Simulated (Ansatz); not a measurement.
An Ansatz (a program for electronic structure) input (r2SCAN in Ansatz (plane waves to 500 eV, PAW, no spin-orbit coupling)):

Ansatz 0.2 input:
```yaml
crystal:
  lattice:
    - [0.0202935991, 1.7801402754, 1.7801402754]
    - [1.7801402754, 0.0202935991, 1.7801402754]
    - [1.8004338745, 1.8004338745, 0]
  atoms:
    - { symbol: C, position: [0, 0, 0] }
    - { symbol: C, position: [0.25, 0.25, 0.25] }
basis: { ecutwfc: 500, ecutrho_ratio: 4, xc_grid: 4, fft_grid_basis: typed }
kpoints: { mp_grid: { grid: [16, 16, 16] } }
hamiltonian:
  xc: r2scan
  dispersion: none
  pseudopotentials: { kind: paw }
scf: { occupations: { method: fermi_dirac, width: 0.05 }, convergence: { dr2_threshold: 0.0000000002 } }
relax: { f_tol: 0.005, max_steps: 50 }
output: { forces: true, stress: true }
checkpoint: { write: state.ck, write_every: 1000 }
```

**Question.** Which symmetry and how many k-points will the program report, and about how many plane waves at Γ?

**Answer.** Space group Imma (ITA 74) with 8 operations, k-points 621 of 4096, and 283 plane waves at Γ.

**Question.** And the final pressure?

**Answer.** 0.27 GPa (compression positive).

The cells carry an imposed strain or load. Whether these cells are dynamically stable was not tested. The cell was made from C in the diamond structure (space group Fd-3m, No. 227) by this change: tensor shear ε_xy = +1.14 %.
